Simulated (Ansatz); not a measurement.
Ansatz (a quantum-chemistry and plane-wave program) run on TaRu (Pm-3m, 2 atoms in the cell): relaxation of cell and atoms.

Level of theory: PBEsol, default PAW files made with PBE (plane waves; Ansatz).

```xyz
2
Lattice="3.1788 0.0000 0.0000 0.0000 3.1788 0.0000 0.0000 0.0000 3.1788" Properties=species:S:1:pos:R:3 pbc="T T T"
Ta     1.5894     1.5894     1.5894
Ru     0.0000     0.0000     0.0000
```

Reference input (self-consistent single point, DFT, PBEsol, plane waves, default PAW files made with PBE): basis.ecutwfc = 420 eV; kpoints.mp_grid.grid = 10 10 10; hamiltonian.xc = pbesol; hamiltonian.pseudopotentials = {kind: paw} (the program's default PAW files); scf.occupations.method = methfessel_paxton; scf.occupations.width = 0.1 eV. This run's input differs from it in these lines:

Ansatz 0.2 input:
```diff
@@ -10,3 +10,3 @@
 basis:
-  ecutwfc: 420.0 eV
+  ecutwfc: 250.0 eV
 kpoints:
@@ -18,2 +18,4 @@
   occupations: { method: methfessel_paxton, width: 0.1 eV }
+relax:
+  cell: {}
 output:
```

Log, with long lists cut:

```
   [... SCF lines of the steps left out ...]
relax step   1: F+E_penalty+E_count = -15621.89883573 eV  Δ(F+E_penalty+E_count) = +0.000e0 eV  max|allowed force component| = 9.098e-29 eV/Å  Δτ_max = 0.0000 Å  P = -8.678 GPa  Ω = 32.122 Å³  (6 SCF iters, dr2 threshold 1.00e-7 eV, accepted)
relax step   2: F+E_penalty+E_count = -15622.63778668 eV  Δ(F+E_penalty+E_count) = -7.390e-1 eV  max|allowed force component| = 2.051e-29 eV/Å  Δτ_max = 0.0000 Å  P = +55.478 GPa  Ω = 28.584 Å³  energy of the carried Pulay correction = +1.228e0 eV  [...]
   [... lines left out ...]
relax step  13: F+E_penalty+E_count = -15621.94653142 eV  Δ(F+E_penalty+E_count) = -2.247e-3 eV  max|allowed force component| = 1.315e-30 eV/Å  Δτ_max = 0.0000 Å  P = -0.001 GPa  Ω = 31.072 Å³  energy of the carried Pulay correction = +2.246e-3 eV  [...]
relax step  14: F+E_penalty+E_count = -15621.94653142 eV  Δ(F+E_penalty+E_count) = -4.402e-10 eV  max|allowed force component| = 9.335e-30 eV/Å  Δτ_max = 0.0000 Å  P = -0.009 GPa  Ω = 31.072 Å³  stress off target by 8.80e-3 GPa  SCF on the basis [...]
basis re-selected at this cell: Δ(F+E_penalty+E_count) = -4.402e-10 eV, ΔP = -0.008 GPa vs the last step
the relaxation is at rest under the 48 symmetry operations that the run kept from its start: a minimum is not shown …
Stability not checked (fill_not_monotonic)
Free energy (F): -15621.946531 eV
Internal energy: -15621.945472 eV  (E = F + TS)
   [... lines left out ...]
Fermi energy:    21.960883 eV
  cell:  # Å, volume = 31.0716 Å³
   [... lines left out ...]
    - [3.143796576965965, 1.941979360590463e-33, 6.419766481290786e-35]
    - [1.749386366151739e-33, 3.143796576965965, -2.5679065925163143e-34]
    - [6.419766481290786e-35, -2.5679065925163143e-34, 3.143796576965965]
  atoms:
    - { symbol: Ta, position: [0.49999999999999994, 0.49999999999999994, 0.49999999999999994] }
    - { symbol: Ru, position: [-1.320166149750462e-47, 4.7353785806266575e-48, -5.739852825002012e-49] }
```

The run converged. 

Summary of the result:
| Item | Result |
|---|---|
| Free energy E − TS (on the zero of these files) | -15621.9465 eV |
| Fermi level (on the code's own zero) | 21.96 eV |
| Pressure | -0.01 GPa |
| Final cell | a = b = c = 3.1438 Å, α = β = γ = 90.00° |
| Final volume per atom | 15.54 Å³ |
| Relaxation steps | 14 |

The starting cell comes from a database of computed structures (which also holds hypothetical and non-ambient phases and stackings), without a prior relaxation at this level. Spin polarisation is off. The relaxation keeps the symmetry of its start, so its end need not be a minimum. Ansatz's pressure includes its estimate of the finite-basis (Pulay) stress. Without the estimate this run gives -54.21 GPa. The cutoff lies below the one recommended for these files.
